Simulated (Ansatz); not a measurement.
Reference: BN (P6_3mc), PBE, rigid bands (plane waves, PAW, scalar-relativistic; Ansatz, a first-principles code); axes and stresses refer to this cell.

```xyz
4
Lattice="2.5410 0.0000 0.0000 -1.2705 2.2006 0.0000 0.0000 0.0000 4.2033" Properties=species:S:1:pos:R:3 pbc="T T T"
B      0.0000     1.4671     0.0011
B      1.2705     0.7335     2.1028
N      0.0000     1.4671     1.5751
N      1.2705     0.7335     3.6768
```

The Seebeck coefficient, p-type 1e19 cm⁻³ comes out as 352 μV/K. The hole conductivity mass is 0.94 mₑ. The hole mass along x is 0.83 mₑ.

**Question.** Change: biaxial stress in the c plane of 27 GPa (compression positive). What happens to Seebeck coefficient, p-type 1e19 cm⁻³, hole conductivity mass, hole mass along x?

**Answer.** Seebeck coefficient, p-type 1e19 cm⁻³ moves little, to 348 μV/K; hole conductivity mass moves little, to 0.92 mₑ; hole mass along x falls to 0.79 mₑ.

**Question.** Change: hydrostatic pressure of 18 GPa (compression positive). What happens to Seebeck coefficient, p-type 1e19 cm⁻³, hole conductivity mass, hole mass along x?

**Answer.** Seebeck coefficient, p-type 1e19 cm⁻³ moves little, to 349 μV/K; hole conductivity mass moves little, to 0.94 mₑ; hole mass along x moves little, to 0.83 mₑ.

**Question.** Change: hydrostatic pressure of 9 GPa (compression positive). What happens to Seebeck coefficient, p-type 1e19 cm⁻³, hole conductivity mass, hole mass along x?

**Answer.** Seebeck coefficient, p-type 1e19 cm⁻³ moves little, to 351 μV/K; hole conductivity mass moves little, to 0.94 mₑ; hole mass along x moves little, to 0.83 mₑ.

**Question.** Change: uniaxial stress along c of 36 GPa (compression positive). What happens to Seebeck coefficient, p-type 1e19 cm⁻³, hole conductivity mass, hole mass along x?

**Answer.** Seebeck coefficient, p-type 1e19 cm⁻³ moves little, to 358 μV/K; hole conductivity mass rises to 1.02 mₑ; hole mass along x grows to 0.96 mₑ.

Masses are for dilute carriers at 300 K, harmonic means over directions unless an axis is named. Seebeck coefficients are for the stated density at 300 K, with one relaxation time for all states and whether or not that doping can be reached. Spin-orbit coupling is left out unless a row names it. Stresses and pressures are the targets of the relaxation.  The structure type is held under load, also where the real crystal would transform.
